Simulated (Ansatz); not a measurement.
The starting structures come from a database of crystals and need not be the phases stable at ambient conditions.

 Where the default PAW files enter, the runs use the earlier of Ansatz's two default sets.

Tunnelling through a barrier is set by its complex band structure: the current falls as exp(−2κd) with the smallest κ.

Here is the system:

```yaml
crystal:
  lattice:
    - [5.10961, 0.00000, 0.00000]
    - [0.00000, 5.10961, 0.00000]
    - [2.55481, 2.55481, 3.61304]
  atoms:
    - { symbol: Na, position: [0.75000, 0.25000, 0.50000] }
    - { symbol: Ca, position: [0.25000, 0.75000, 0.50000] }
    - { symbol: H, position: [0.23262, 0.76738, 0.00000] }
    - { symbol: H, position: [0.23262, 0.23262, 0.53476] }
    - { symbol: H, position: [0.76738, 0.23262, 0.00000] }
    - { symbol: H, position: [0.76738, 0.76738, 0.46524] }
    - { symbol: H, position: [0.23262, 0.23262, 0.00000] }
    - { symbol: H, position: [0.76738, 0.76738, 0.00000] }
    - { symbol: Ir, position: [0.00000, 0.00000, 0.00000] }
```

Space group of this cell: F-43m. The cell is taken as given; by r2SCAN its mean pressure is -2.0 GPa.

Transport runs along the normal of the first two printed cell vectors, the (001) plane of the conventional cell.

The gap is the functional's own, uncorrected, and κ follows it; spin-orbit coupling is left out. Mid-gap values are interpolated between the computed energies.

State the band gap and the smallest decay constant κ at mid-gap according to r2SCAN (Ansatz, an electronic-structure program).

Gap 3.75 eV on a 8×8×8 mesh; κ = 0.429 1/Å, at (0.500, 0.500) of the in-plane reciprocal vectors. At the zone centre, at the nearest computed energy, the slowest state has κ = 0.48 1/Å.
